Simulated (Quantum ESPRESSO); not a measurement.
Checking a run of Quantum ESPRESSO on LaMg6Ga (Amm2, 8 atoms in the cell). The aim is a self-consistent single point with DFT, LDA (PZ), plane waves, GBRV 1.5 ultrasoft (LDA) pseudopotentials.

Cell that was meant: a = 5.2062 Å, b = 6.7913 Å, c = 6.7913 Å, α = 55.21°, β = 90.00°, γ = 90.00°.

Part of the input:

```fortran
/
&system
    ibrav = 0
    nat = 9
    ntyp = 3
    ecutwfc = 50
    ecutrho = 250
[...]
Mg    0.0000000000    0.0000000000    4.1201287375
Mg    0.0000000000    0.0000000000    9.8780300125
Ga    2.6031050000    0.0000000000    7.8776052625
Mg   -0.0348139263    0.0191309170    9.9083914531
K_POINTS automatic
4 3 3  0 0 0
CELL_PARAMETERS bohr
```

Output (repeated stretches shortened):

```
     G-vector sticks info
     --------------------
     sticks:   dense  smooth     PW     G-vecs:    dense   smooth      PW
   [... lines left out ...]
        k(    2) = (   0.0000000  -0.2757191   0.1441814), wk =   0.1111111
        k(    3) = (   0.0000000   0.0000000   0.2883628), wk =   0.1111111
   [... 16 lines left out ...]

     Dense  grid:    88833 G-vectors     FFT dimensions: (  50,  72,  72)

     Smooth grid:    63505 G-vectors     FFT dimensions: (  45,  60,  60)

     Initial potential from superposition of free atoms

     starting charge      96.8699, renormalised to     100.0000

     negative rho (up, down):  8.681E-02 0.000E+00
     Self-consistent Calculation

     iteration #  1     ecut=    50.00 Ry     beta= 0.70

     negative rho (up, down):  1.372E-03 0.000E+00

     total energy              =     549.63380036 Ry
     estimated scf accuracy    <      59.47476018 Ry

     iteration #  2     ecut=    50.00 Ry     beta= 0.70

     negative rho (up, down):  9.339E-03 0.000E+00

     total energy              =     538.49097839 Ry
     estimated scf accuracy    <     189.03791466 Ry

     iteration #  3     ecut=    50.00 Ry     beta= 0.70

     negative rho (up, down):  3.029E-02 0.000E+00

     total energy              =     515.86711739 Ry
     estimated scf accuracy    <      15.82220278 Ry

   [... 15 blocks of this kind left out ...]

     iteration # 19     ecut=    50.00 Ry     beta= 0.70

     negative rho (up, down):  6.533E-02 0.000E+00

     total energy              =     514.13559821 Ry
     estimated scf accuracy    <          4.1E-11 Ry

     iteration # 20     ecut=    50.00 Ry     beta= 0.70

     negative rho (up, down):  6.533E-02 0.000E+00
     End of self-consistent calculation

     the Fermi energy is     6.6677 ev

!    total energy              =     514.13559821 Ry
     estimated scf accuracy    <          4.9E-12 Ry
     smearing contrib. (-TS)   =      -0.00365278 Ry
     internal energy E=F+TS    =     514.13925099 Ry

     convergence has been achieved in  20 iterations

     negative rho (up, down):  6.533E-02 0.000E+00

     Forces acting on atoms (cartesian axes, Ry/au):

     atom    1 type  1   force =     0.00012070   -0.00206311    0.00331183
     atom    2 type  2   force =     0.00016761    0.01562657   -0.01205803
     atom    3 type  2   force =    -0.00853077   -0.01393433   -0.01171576
     atom    4 type  2   force =    -0.00196043    0.00185540    0.01125325
   [... lines left out ...]
     Total force = 31721.033875     Total SCF correction =     0.000025
   [... lines left out ...]

     negative rho (up, down):  6.533E-02 0.000E+00
          total   stress  (Ry/bohr**3)                   (kbar)     P=    78003.65
   0.77153528  -0.42429409  -0.67339344       113496.76   -62415.82   -99059.60
  -0.42429409   0.23252840   0.37003823       -62415.82    34206.11    54434.50
  -0.67339344   0.37003823   0.58671048       -99059.60    54434.50    86308.09

   JOB DONE.
```

Is anything amiss in this input, and did it matter?

The run is not sound. The fault is one atom entered twice. Two nuclei at or near one point give a huge ion-ion repulsion and overlapping cores, and the electron count is too high as well. To fix it, remove the duplicate atom. The run converged in 20 iterations without an error; against the sound input the pressure goes from -2.66 to 7800 GPa.

An input that runs soundly differs in these lines (not the only fix; some lines may just follow from the change or write a value another way):
```diff
-    nat = 9
+    nat = 8
-Mg   -0.0348139263    0.0191309170    9.9083914531
```

With that input, the run converged in 15 iterations: free energy E − TS -17246.3208 eV; Fermi level (on the code's own zero) 6.62 eV; pressure -2.66 GPa; largest force (vector length) 0.233 eV/Å (DFT, LDA (PZ), plane waves, GBRV 1.5 ultrasoft (LDA) pseudopotentials).

On the sound input: the starting cell comes from a database of computed structures (which also holds hypothetical and non-ambient phases and stackings), without a prior relaxation at this level. Without a gap this mesh is coarse (it stands for a supercell whose shortest vector is 19 Å).
